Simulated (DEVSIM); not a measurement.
Device: abrupt In0.53Ga0.47As p-n junction, at 300 K.

Layer 1 from the left is In0.53Ga0.47As, thickness (μm) 0.810, Na (cm⁻³) 2.8e16, τn (s) 3e-8, τp (s) 3e-8. Layer 2 from the left is In0.53Ga0.47As, thickness (μm) 230, Nd (cm⁻³) 1.4e14, τn (s) 3e-8, τp (s) 9e-10.

Left contact: ohmic. Right contact: ohmic. Voltage is applied to the left contact. Recombination: SRH at mid-gap, radiative, Auger. Mobility is μmin + (μ − μmin)/(1 + (N/Nref)^α).

Constants are typed, rounded textbook-type inputs, not results; the design itself was drawn at random and stands for no fabricated device. Values at 300 K.

In0.53Ga0.47As: gap (eV) 0.74, affinity (eV) 4.51, permittivity 13.9, Nc (cm⁻³) 2.1e17, Nv (cm⁻³) 7.7e18, μn (cm²/Vs) 12000, μp (cm²/Vs) 300, μn,min 300, μp,min 10, Nref,n 1.3e17, Nref,p 4.9e17, αn 0.48, αp 0.4, B (cm³/s) 9.6e-11, Cn (cm⁶/s) 5e-29, Cp (cm⁶/s) 5e-29.

Model (solved in DEVSIM): 1D drift-diffusion, Boltzmann statistics, complete ionisation; no tunnelling, impact ionisation, image-force lowering or self-heating.

What does the simulation give for the largest field in the device at zero bias, the potential step across the device at zero bias?

largest field in the device at zero bias 8800 V/cm; potential step across the device at zero bias 0.406 V.
